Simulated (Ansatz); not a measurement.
## What Sn on a S site (antisite), symmetric start does to SnS2

Consider a 12-atom supercell of SnS2 in the CdI2 type structure (space group P-3m1, No. 164; a = 3.669 Å, c = 5.806 Å; layered, stacked along the Cartesian z axis) at its relaxed geometry.

Perturbation: one S atom is replaced by Sn, atoms relaxed at fixed cell.

Computed with Ansatz (a first-principles code) PBE-D3(BJ), no spin-orbit coupling. k-mesh 6×6×6 (Γ-centred); smearing 0.01 eV (Fermi–Dirac).

The pressure goes from zero to 1.3 GPa and the energy gained by relaxation is 2.15 eV. The largest displacement of a host atom from its site in the perfect cell is 0.26 Å.

The magnetic state is the one reached from the starting moments; the real material's order can differ, and small cells can't hold many antiferromagnetic ones. In so small a cell the defect repeats every few ångströms: this is an ordered compound, not a dilute defect. A case with no gap was solved on a k-mesh chosen for an insulator, which is coarse for it. The defect started on the symmetric site and kept its symmetry, so it may sit on a saddle. Seeded moments were not kept for Sn on a S site (antisite). The defect cell is spin-polarised and ends with 0.0 μB.
